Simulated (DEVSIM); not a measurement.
Device: In0.49Ga0.51P/GaAs p-n heterojunction, at 250 K.

Layer 1 from the left is In0.49Ga0.51P, thickness (μm) 0.440, Na (cm⁻³) 3.2e17, τn (s) 1.9e-9, τp (s) 1.9e-9. Layer 2 from the left is GaAs, thickness (μm) 0.170, Nd (cm⁻³) 6.5e16, τn (s) 1.9e-9, τp (s) 1.9e-9.

Left contact: ohmic. Right contact: ohmic. Voltage is applied to the left contact. Recombination: SRH at mid-gap, radiative, Auger. Mobility is μmin + (μ − μmin)/(1 + (N/Nref)^α).

This is a model device: material constants are rounded textbook-type values typed into the input, and sizes, dopings and lifetimes were drawn at random. Values at 300 K; Nc and Nv go as T^1.5, mobilities as T to minus their exponent, the gap by Varshni's rule with the affinity fixed.

In0.49Ga0.51P: gap (eV) 1.89, affinity (eV) 4, permittivity 11.8, Nc (cm⁻³) 9e17, Nv (cm⁻³) 1.3e19, μn (cm²/Vs) 1500, μp (cm²/Vs) 80, μn,min 400, μp,min 15, Nref,n 2e16, Nref,p 1.5e17, αn 0.7, αp 0.8, T exponent of μn 1.66, T exponent of μp 2, B (cm³/s) 1e-10, Cn (cm⁶/s) 3e-30, Cp (cm⁶/s) 3e-30, Varshni α (eV/K) 0.0005, Varshni β (K) 250. GaAs: gap (eV) 1.424, affinity (eV) 4.07, permittivity 12.9, Nc (cm⁻³) 4.7e17, Nv (cm⁻³) 9e18, μn (cm²/Vs) 8500, μp (cm²/Vs) 400, μn,min 500, μp,min 20, Nref,n 6e16, Nref,p 1.5e17, αn 0.39, αp 0.38, T exponent of μn 2.1, T exponent of μp 2.2, B (cm³/s) 2e-10, Cn (cm⁶/s) 1e-30, Cp (cm⁶/s) 1e-30, Varshni α (eV/K) 0.000541, Varshni β (K) 204.

Simulated with DEVSIM: 1D drift-diffusion, Boltzmann statistics, complete ionisation; no tunnelling, impact ionisation, image-force lowering or self-heating. Band offsets follow the typed affinities; no thermionic-emission limit at abrupt steps, no polarisation charge.

**Question.** What does the simulation give for the dark forward voltage at 100 A/cm², the largest field in the device at zero bias?

**Answer.** dark forward voltage at 100 A/cm² 1.398 V; largest field in the device at zero bias 180000 V/cm.
